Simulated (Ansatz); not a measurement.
**Migration barriers: interstitial Be in wurtzite AlN, charge state +2**

Defect migration in wurtzite AlN: interstitial Be, charge state +2. Computed with PBE, PAW (plane waves to 420 eV; Ansatz, a first-principles code).

Settings: 72 host sites, the relaxed PBE lattice, the Γ point alone, smearing 0.01 eV, spin-restricted, no image-charge correction. Energies are static. The charge state is imposed; whether it is stable for some Fermi level was not computed. Sites that were not tried may lie lower.

Barriers: single points on a 2×2×2 k-point mesh shifted by half a step along c at the bands' geometries (they differ from the bands' own by up to 0.06 eV, and are uncertain by about as much).

```json
[
 {"Route": "one Be atom jumps by itself", "Start site over the lowest site run (eV)": "0.00", "Hop (Å)": "3.13", "Forward barrier (eV)": "0.81", "Backward barrier (eV)": "0.81", "Neighbours at the start": "3 N at 1.68 Å", "Neighbours at the saddle": "Al at 1.96, Al at 2.20; N at 1.59, 2 N at 1.73, N at 2.16 Å", "Saddle order": "first order", "Forward, on the band's own sampling (eV)": "0.83"},
 {"Route": "one Be atom jumps by itself", "Start site over the lowest site run (eV)": "0.00", "Hop (Å)": "2.49", "Forward barrier (eV)": "1.76", "Backward barrier (eV)": "1.76", "Neighbours at the start": "3 N at 1.68 Å", "Neighbours at the saddle": "3 Al at 2.08; 3 N at 1.87, 3 N at 2.35 Å", "Saddle order": "inconclusive, on a symmetry element", "Forward, on the band's own sampling (eV)": "1.82"}
]
```

Paths come from nudged elastic bands with a climbing image. Of the routes that converged and passed our checks, the lowest saddle point lies 0.81 eV above the lowest of the sites run (one Be atom jumps by itself); other sites, such as split forms, and other routes may lie lower. A band can be held on a symmetry element, so unchecked saddle points there may be too high.

The whole set of runs took very roughly 1.1 core-hours.
